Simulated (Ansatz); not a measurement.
Take ZnS in the zinc blende structure (space group F-43m, No. 216; a = 5.3565 Å) as the base.

Computed with DFT with PBEsol, PAW potentials and a 420 eV plane-wave cutoff in Ansatz (a program for electronic structure), scalar-relativistic without spin-orbit coupling.

Before the change:

- Valley order: Γ 2.09 eV; X along ⟨100⟩ 3.17 eV; L along ⟨111⟩ 3.24 eV
- Volume per atom: 19.21 Å³
- Width of the top valence band: 2.86 eV

It is then changed as follows: a hydrostatic pressure of 2.1 GPa.

Problem. What does the calculation give for the mean gap deformation potential ΔEg/Δln V, valley order, volume per atom and width of the top valence band after the change?

Solution. The mean gap deformation potential ΔEg/Δln V amounts to -4.3 eV; the valley order (the lowest conduction-band minima on the path, energy above the VBM, named in the base's zone) changes from Γ 2.09 eV; X along ⟨100⟩ 3.17 eV; L along ⟨111⟩ 3.24 eV to Γ 2.20 eV; X along ⟨100⟩ 3.11 eV; L along ⟨111⟩ 3.28 eV; the volume per atom decreases by 0.48 Å³ to 18.73 Å³; the width of the top valence band goes up by 0.10 eV (2.86 eV → 2.96 eV).

Load acts through the strain it causes; cell and atoms are relaxed under it. Whether these cells are dynamically stable was not tested. Tetrahedral semiconductors of this kind turn to denser phases somewhere between about 1 and 50 GPa; those were not computed, so compressed cells here can lie past the real transition.
